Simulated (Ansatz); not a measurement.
An Ansatz (an electronic-structure program) run: hypothetical CsCl type TiSb with a change (pressure −1 GPa); PBE (Ansatz), no SOC.

Input:

Ansatz 0.2 input:
```yaml
crystal:
  lattice:
    - [3.4190733618, 0, 0]
    - [0, 3.4190733618, 0]
    - [0, 0, 3.4190733618]
  atoms:
    - { symbol: Ti, position: [0, 0, 0] }
    - { symbol: Sb, position: [0.5, 0.5, 0.5] }
basis: { ecutwfc: 420, ecutrho_ratio: 4, xc_grid: 2, fft_grid_basis: typed }
kpoints: { mp_grid: { grid: [14, 14, 14] } }
hamiltonian:
  xc: pbe
  dispersion: none
  pseudopotentials: { kind: paw }
scf: { occupations: { method: fermi_dirac, width: 0.05 } }
relax: { f_tol: 0.01, max_steps: 60, cell: { stress_tol: 0.02, p_target: -1.0 } }
output: { forces: true, stress: true }
checkpoint: { write: state.ck, write_every: 1000 }
```

Output (explanatory and most iteration lines left out):

```
Relaxation: its limit of steps is 60 (relax.max_steps)
Pseudopotential: Ti, paw, valence charge 12
Pseudopotential: Sb, paw, valence charge 15
Crystal: 2 atoms, lattice volume = 39.969 Å³
Basis set: ecut = 420 eV, 751 PW (Γ), exchange–correlation on 48×48×48 points (8 copies of the dense FFT grid, shifted against one another)
Bands: 18, of which v1, the nominal top of the filled ones, is band 14 counted from 1 (13 counted from 0)
Symmetry: 48 space group operations
Space group: Pm-3m (ITA 221), of the structure as read, at distance tolerance 3.4e-5 Å
k-points: 120 of 2744
Functional: x = pbe(κ = 0.804, μ = 0.2195149727645171), c = pbe(β = 0.06672455060314922)
SCF iter   1: F=—  HF=-8984.632635 eV  |F-HF|=—  |Δ(HF+E_count)|=         —  Δρ=5.17e-3  dr2=2.03e-2  ethr=1.77e-3  ⟨swp⟩=5.6  Hψ=9793  notcnv=0
SCF iter   2: F=—  HF=-8984.630562 eV  |F-HF|=—  |Δ(HF+E_count)|=   2.07e-3  Δρ=4.01e-3  dr2=1.24e-2  ethr=7.51e-5  ⟨swp⟩=1.5  Hψ=3256  notcnv=0  defer=1
SCF 1 converged in 6 iterations: F = -8984.628346 eV  dr2 = 2.30e-9
relax step   1: F+E_penalty+E_count = -8984.62834565 eV  Δ(F+E_penalty+E_count) = +0.000e0 eV  max|allowed force component| = 1.020e-28 eV/Å  Δτ_max = 0.0000 Å  P = +0.000 GPa  Ω = 39.969 Å³  (6 SCF iters, dr2 threshold 1.00e-7 eV, accepted)
[... steps on the carried basis left out ...]
relax step   4: F+E_penalty+E_count = -8984.62701261 eV  Δ(F+E_penalty+E_count) = -9.153e-5 eV  max|allowed force component| = 1.262e-29 eV/Å  Δτ_max = 0.0000 Å  P = -0.996 GPa  Ω = 40.395 Å³  stress off target by 4.15e-3 GPa  SCF on the basis re-selected at this cell (its energy is not comparable with the rows above)  (9 SCF iters)
SCF converged after 9 iterations
Free energy (F): -8984.627013 eV
Internal energy: -8984.603664 eV  (E = F + TS)
E sigma→0 (E₀):  -8984.615338 eV
Entropy (-TS):   -0.023349 eV (-11.674 meV/atom)
Fermi energy:    13.794653 eV
--- Forces (eV/Å), atoms counted from 1 ---
  atom   1  Ti     0.00000000     0.00000000    -0.00000000
  atom   2  Sb    -0.00000000     0.00000000     0.00000000
--- Stress (GPa, compression-positive) ---
       -0.995849       0.000000       0.000000
        0.000000      -0.995849       0.000000
       -0.000000       0.000000      -0.995849
  P = ⅓ Tr σ = -0.9958 GPa (-9.958 kbar)
--- Relaxed structure (3 steps of the walk, 2 accepted, 1 SCFs on fresh bases) ---
  cell:  # Å, volume = 40.3955 Å³
    - [3.4311857064661093, -6.419766481290786e-35, 6.419766481290786e-35]
    - [-9.629649721936178e-35, 3.4311857064661093, 0.0]
    - [6.419766481290786e-35, 0.0, 3.4311857064661093]
  atoms:
    - { symbol: Ti, position: [8.538488332229802e-48, -8.538488332229802e-48, 0.0] }
    - { symbol: Sb, position: [0.5000000000000001, 0.5000000000000001, 0.5000000000000001] }
```

Load acts through the strain it causes; cell and atoms are relaxed under it. Stability against distortions was not tested. All final runs are without spin polarisation. The cell was made from TiSb in the CsCl type structure (space group Pm-3m, No. 221; a hypothetical phase, not in the database extracts checked) by this change: pressure −1 GPa. TiSb has a high density of states at the Fermi level and may be magnetic at this level.
